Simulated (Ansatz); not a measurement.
Take ZnS in the wurtzite structure (space group P6_3mc, No. 186; a = 3.7822 Å, c = 6.2077 Å) as the base.

Modification: full substitution Zn → Cd; the structure is relaxed again.

Levels (all Ansatz, a program for electronic structure, PAW): PBEsol (420 eV, scalar-relativistic without spin-orbit coupling); PBEsol+SOC (420 eV, spin-orbit coupling included).

The geometry is relaxed with PBEsol.

PBEsol lowest conduction level above the VBM at special points: Γ 1.09 eV; A 2.76 eV; L 3.36 eV; M 3.63 eV
PBEsol pressure: 0.00 GPa
PBEsol valence-band top at Γ: 0.00, 0.00, -0.05 eV

With PBEsol+SOC at the same geometry, the lowest conduction level above the VBM at special points becomes Γ 1.08 eV; A 2.74 eV; L 3.34 eV; M 3.61 eV (PBEsol: Γ 1.09 eV; A 2.76 eV; L 3.36 eV; M 3.63 eV); the pressure goes from zero to -0.06 GPa; the valence-band top at Γ (three highest Kramers pairs, from the VBM) goes from 0.00, 0.00, -0.05 eV to 0.00, -0.02, -0.07 eV.

Single points use the geometry relaxed with PBEsol. The spin-orbit shifts are approximate. The levels and masses belong to the bands next to the band gap. Whether these cells are dynamically stable was not tested.
